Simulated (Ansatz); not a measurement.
## TiO2, response to strain

The reference is TiO2 in the anatase structure (space group I4_1/amd, No. 141; a = 3.739 Å, c = 9.455 Å).

Strains are applied to the cell and any free atomic positions relax.

Computed with LDA, PAW, 420 eV (Ansatz, a program for electronic structure; scalar-relativistic without spin-orbit coupling).

Notes on the quantities. energy relative to the base: free energy F.

```json
[
 {"change": "base", "band gap": "2.08 eV", "energy relative to the base": "0 meV/atom", "volume per atom": "11.02 Å³", "largest internal atomic displacement": "–"},
 {"change": "isotropic strain +0.60 %", "band gap": "2.07 eV", "energy relative to the base": "+2.4 meV/atom", "volume per atom": "11.22 Å³", "largest internal atomic displacement": "–"},
 {"change": "isotropic strain +1.20 %", "band gap": "2.06 eV", "energy relative to the base": "+9.2 meV/atom", "volume per atom": "11.42 Å³", "largest internal atomic displacement": "0.014 Å"},
 {"change": "isotropic strain +1.80 %", "band gap": "2.04 eV", "energy relative to the base": "+20 meV/atom", "volume per atom": "11.62 Å³", "largest internal atomic displacement": "0.021 Å"},
 {"change": "isotropic strain +2.40 %", "band gap": "2.03 eV", "energy relative to the base": "+35 meV/atom", "volume per atom": "11.83 Å³", "largest internal atomic displacement": "0.028 Å"},
 {"change": "isotropic strain +3.00 %", "band gap": "2.02 eV", "energy relative to the base": "+54 meV/atom", "volume per atom": "12.04 Å³", "largest internal atomic displacement": "0.036 Å"}
]
```

Stability against distortions was not tested. All final runs are without spin polarisation.
